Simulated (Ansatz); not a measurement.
Calculation: PBE (plane waves to 420 eV, PAW; Ansatz, a quantum-chemistry and plane-wave program).

Plane-averaged electrostatic potential energy along the normal, in eV from the Fermi level, for the (111) surface of fcc Rh, one added row of Rh in 4 (bottom of the slab: a bare face, its two planes held):

(z (Å), V (eV)): (3.89, 5.16); (4.17, 5.15); (4.44, 5.15); (4.72, 5.15); (5.00, 5.14); (5.28, 5.13); (5.56, 5.10); (5.83, 5.04); (6.11, 4.92); (6.39, 4.67); (6.67, 4.15); (6.94, 3.04); (7.22, 0.62); (7.50, -5.97); (7.78, -16.43); (8.06, -24.23); (8.33, -24.84); (8.61, -17.98); (8.89, -7.66); (9.17, -1.06); (9.44, -0.89); (9.72, -6.96); (10.00, -17.30); (10.28, -24.72); (10.56, -25.00); (10.83, -18.00); (11.11, -7.70); (11.39, -1.34); (11.67, -1.46); (11.94, -8.08); (12.22, -18.36); (12.50, -25.12); (12.78, -24.51); (13.06, -16.84); (13.33, -6.59); (13.61, -0.88); (13.89, -1.25); (14.17, -7.90); (14.44, -18.21); (14.72, -25.06); (15.00, -24.54); (15.28, -16.94); (15.56, -6.71); (15.83, -1.02); (16.11, -1.58); (16.39, -8.61); (16.67, -18.89); (16.94, -25.30); (17.22, -24.26); (17.50, -16.31); (17.78, -6.14); (18.06, -0.86); (18.33, -1.87); (18.61, -9.41); (18.89, -19.53); (19.17, -25.32); (19.44, -23.51); (19.72, -15.05); (20.00, -4.97); (20.28, 0.34); (20.56, 0.81); (20.83, -0.92); (21.11, -2.44); (21.39, -2.47); (21.67, -0.82); (21.94, 1.68); (22.22, 3.40); (22.50, 4.03); (22.78, 4.30); (23.06, 4.43); (23.33, 4.49); (23.61, 4.53); (23.89, 4.54); (24.17, 4.55); (24.44, 4.55); (24.72, 4.55); (25.00, 4.55); (25.28, 4.56); (25.56, 4.56)

Set-up: 25 atoms, 13.6 Å thick at the start with caps and adatoms (thin: gaps and levels are the slab's own); mesh 16x4x1; 0.1 eV smearing; dipole correction on; 8 atoms held, the rest relaxed; start symmetry kept, larger cells not searched; no spin, no spin-orbit, no U. In PBE it is, or lies within 0.01 eV a 1x1 cell of, the lowest of the 2 structures of its composition computed so far; subsurface sites and larger cells were not tried.

Q: The surface cell has an area of 25.41 Å². What dipole along the normal does the step between the two vacuum levels imply?

A: the top vacuum level lies 0.60 eV below the bottom one; p = −ε₀ A ΔV (ε₀ = 0.005526 e/(V·Å)) gives 0.08 e·Å a cell.
